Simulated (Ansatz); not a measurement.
Consider the energy of the reaction as written. Reaction: cell B + 2 Ag (fcc) → cell A. Negative: the products are lower in energy.

Cell A: a slab of Ag (fcc, Fm-3m) cut along (110), 31 atoms, rectangular cell of 8.30 × 5.87 Å (48.7 Å²), symmetry Pmm2, 11.0 Å thick under 16 Å of vacuum, in-plane vectors held at the crystal's; planes from bottom to top: Ag4 × 7 | Ag2 | K, its two faces unlike (dipole correction applied); 2 Ag missing from the crystal's sites; added, foreign or displaced atoms, above the top plane: K bound to 2 Ag at 3.22 Å; spin state with PBE: run without spin, k-point mesh 5×6×1.
```yaml
crystal:
  lattice:
    - [8.29697, 0.00000, 0.00000]
    - [0.00000, 5.86684, 0.00000]
    - [0.00000, 0.00000, 27.17984]
  atoms:
    - { symbol: Ag, position: [0.25047, 0.25000, 0.29790] }
    - { symbol: Ag, position: [0.74953, 0.25000, 0.29790] }
    - { symbol: Ag, position: [0.24990, 0.75000, 0.29768] }
    - { symbol: Ag, position: [0.75010, 0.75000, 0.29768] }
    - { symbol: Ag, position: [0.00000, 0.00024, 0.34699] }
    - { symbol: Ag, position: [0.50000, 0.99999, 0.34698] }
    - { symbol: Ag, position: [0.00000, 0.49976, 0.34699] }
    - { symbol: Ag, position: [0.50000, 0.50001, 0.34698] }
    - { symbol: Ag, position: [0.24965, 0.25000, 0.40339] }
    - { symbol: Ag, position: [0.75035, 0.25000, 0.40339] }
    - { symbol: Ag, position: [0.24946, 0.75000, 0.40293] }
    - { symbol: Ag, position: [0.75054, 0.75000, 0.40293] }
    - { symbol: Ag, position: [0.00000, 0.00079, 0.45594] }
    - { symbol: Ag, position: [0.50000, 0.00010, 0.45593] }
    - { symbol: Ag, position: [0.00000, 0.49921, 0.45594] }
    - { symbol: Ag, position: [0.50000, 0.49990, 0.45593] }
    - { symbol: Ag, position: [0.25586, 0.25000, 0.51100] }
    - { symbol: Ag, position: [0.74414, 0.25000, 0.51100] }
    - { symbol: Ag, position: [0.25365, 0.75000, 0.50941] }
    - { symbol: Ag, position: [0.74635, 0.75000, 0.50941] }
    - { symbol: Ag, position: [0.00000, 0.00490, 0.56110] }
    - { symbol: Ag, position: [0.50000, 0.99831, 0.56842] }
    - { symbol: Ag, position: [0.00000, 0.49510, 0.56110] }
    - { symbol: Ag, position: [0.50000, 0.50169, 0.56842] }
    - { symbol: Ag, position: [0.25419, 0.25000, 0.62005] }
    - { symbol: Ag, position: [0.74581, 0.25000, 0.62005] }
    - { symbol: Ag, position: [0.23935, 0.75000, 0.61480] }
    - { symbol: Ag, position: [0.76065, 0.75000, 0.61480] }
    - { symbol: Ag, position: [0.00000, 0.00084, 0.66822] }
    - { symbol: Ag, position: [0.00000, 0.49916, 0.66822] }
    - { symbol: K, position: [0.50000, 0.75000, 0.70264] }
```

Cell B: a slab of Ag (fcc, Fm-3m) cut along (110), 29 atoms, rectangular cell of 8.30 × 5.87 Å (48.7 Å²), symmetry Pmm2, 10.8 Å thick under 16 Å of vacuum, in-plane vectors held at the crystal's; planes from bottom to top: Ag4 × 7 | K, its two faces unlike (dipole correction applied); added, foreign or displaced atoms, above the top plane: K bound to 5 Ag at 3.40–3.51 Å; spin state with PBE: run without spin, k-point mesh 5×6×1.
```
Ag28K
1.0
    8.29697     0.00000     0.00000
    0.00000     5.86684     0.00000
    0.00000     0.00000    27.23458
Ag K
28 1
Cartesian
 -0.00152  -0.00024   8.09913
  4.15000  -0.00024   8.09913
 -0.00152   2.93366   8.09913
  4.15000   2.93366   8.09913
  2.07424   1.46671   9.44734
  6.22273   1.46671   9.44334
  2.07424   4.40013   9.45018
  6.22273   4.40013   9.44201
  0.00191  -0.00028  10.95911
  4.14658  -0.00028  10.95911
  0.00191   2.93370  10.95911
  4.14658   2.93370  10.95911
  2.07424   1.46671  12.41291
  6.22273   1.46671  12.40682
  2.07424   4.40013  12.42332
  6.22273   4.40013  12.40184
  0.02050  -0.00080  13.85407
  4.12798  -0.00080  13.85407
  0.02050   2.93422  13.85407
  4.12798   2.93422  13.85407
  2.07424   1.46671  15.41401
  6.22273   1.46671  15.32559
  2.07424   4.40013  15.45940
  6.22273   4.40013  15.31220
 -0.06774  -0.00668  16.73033
  4.21623  -0.00668  16.73033
 -0.06774   2.94010  16.73033
  4.21623   2.94010  16.73033
  2.07424   1.46671  18.92876
```

Reference: Ag (fcc, Fm-3m), 4 atoms in the cell, a perfect crystal on lattice vectors that match the other cells', k-point mesh 5×6×24 on the run's own vectors.

Computed with Ansatz (plane waves, PAW), its PAW set soft_1, cutoff 420 eV, 500 eV for r2SCAN. The structures are at rest with PBE, within the held lattices; other levels are single points on them. Neutral cells; Fermi-Dirac smearing of at most 0.10 eV in the solids, energies taken to zero width. The lattices are those relaxed with PBE, so at other levels the solids can be strained, which adds to the spread. Larger cells are relaxed from a start prepared with the learned potential CHGNet, on a coarser mesh till forces fall under 0.03 eV/Å, which some starts already meet. A dispersion term (D3(BJ), or D4 for r2SCAN) was computed beside these levels and is taken off wherever the name lacks it. No zero-point or thermal terms. No structure search was made; lower ones may exist. Values are for these cell sizes. Cell A has symmetry Pmm2 and got no random move, so less symmetric positions, which may lie lower, weren't tried. Cell B has symmetry Pmm2 and got no random move, so less symmetric positions, which may lie lower, weren't tried.

### Question
Give the value at the level r2SCAN.

### Answer
-0.26 eV, for cell B + 2 Ag (fcc) → cell A.

### Question
How does the value move with the functional?

### Answer
| Method | value (eV) | less r2SCAN |
|---|---|---|
| PBE | -0.24 | 0.02 |

The levels span only 0.02 eV, too little to tell them apart.

Ansatz is a first-principles code.
